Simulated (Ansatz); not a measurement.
## Point defects in SnO

Start from an 8-atom supercell of SnO in the litharge type structure (space group P4/nmm, No. 129; a = 3.793 Å, c = 4.764 Å; layered, stacked along the Cartesian z axis) at its relaxed geometry.

One neutral defect a cell, atoms relaxed at fixed cell.

Level of theory: r2SCAN+rVV10 in Ansatz (plane waves to 500 eV, PAW, scalar-relativistic without spin-orbit coupling).

```csv
case,largest displacement of a host atom from its site in the perfect cell,pressure
perfect supercell,–,0.0 GPa
"Sn on a O site (antisite), symmetric start",0.49 Å,11.8 GPa
Cu on a Sn site,0.04 Å,-1.1 GPa
Sn interstitial (started 2.08 Å from the nearest host atom),1.40 Å,19.9 GPa
"H interstitial (started 2.26 Å from the nearest host atom), symmetric start",0.02 Å,-1.0 GPa
```

The cell is small, so the values are those of an ordered compound at a high defect concentration; dilute-limit values will differ. A case with no gap was solved on a k-mesh chosen for an insulator, which is coarse for it. Defects with a symmetric start kept the site's symmetry and may sit on a saddle; the others started slightly shaken. No Hubbard U is applied and the magnetic state is the run's own (CuSn3O4 not spin-polarised); other magnetic orders, which need larger cells, were not tried and can change the gap. All final runs are without spin polarisation.

Ansatz is a quantum-chemistry and plane-wave program.
